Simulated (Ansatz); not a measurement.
An Ansatz (a quantum-chemistry and plane-wave program) input (PBEsol-D3(BJ) in Ansatz (plane waves to 420 eV, PAW, without spin-orbit coupling)):

Ansatz 0.2 input:
```yaml
crystal:
  lattice:
    - [3.1253994327, 0, 0]
    - [-1.5626997163, 2.6975037928, 0]
    - [0, 0, 11.7730712626]
  atoms:
    - { symbol: W, position: [0.3333333333, 0.6666666667, 0.25] }
    - { symbol: W, position: [0.6666666667, 0.3333333333, 0.75] }
    - { symbol: S, position: [0.3333333333, 0.6666666667, 0.6164639928] }
    - { symbol: S, position: [0.6666666667, 0.3333333333, 0.1164639928] }
    - { symbol: S, position: [0.6666666667, 0.3333333333, 0.3835360072] }
    - { symbol: S, position: [0.3333333333, 0.6666666667, 0.8835360072] }
basis: { ecutwfc: 420, ecutrho_ratio: 4, xc_grid: 2, fft_grid_basis: typed }
kpoints: { mp_grid: { grid: [12, 12, 3] } }
hamiltonian:
  xc: pbesol
  dispersion: d3bj
  pseudopotentials: { kind: paw }
scf: { occupations: { method: fermi_dirac, width: 0.05 }, convergence: { dr2_threshold: 0.0000000006 } }
relax: { f_tol: 0.005, max_steps: 50 }
output: { forces: true, stress: true }
checkpoint: { write: state.ck, write_every: 1000 }
```

Question: Which symmetry and how many k-points will the program report, and about how many plane waves at Γ?

Answer: Space group Cmcm (ITA 63) with 8 operations, k-points 86 of 432, and 1923 plane waves at Γ.

Question: And the final pressure?

Answer: -0.40 GPa (compression positive).

The cells carry an imposed strain or load. Whether these cells are dynamically stable was not tested. The cell was made from WS$_{2}$ in the 2H-MoS2 type structure (space group P6_3/mmc, No. 194; layered, stacked along the Cartesian z axis) by this change: uniaxial strain ε_xx = +0.34 %.
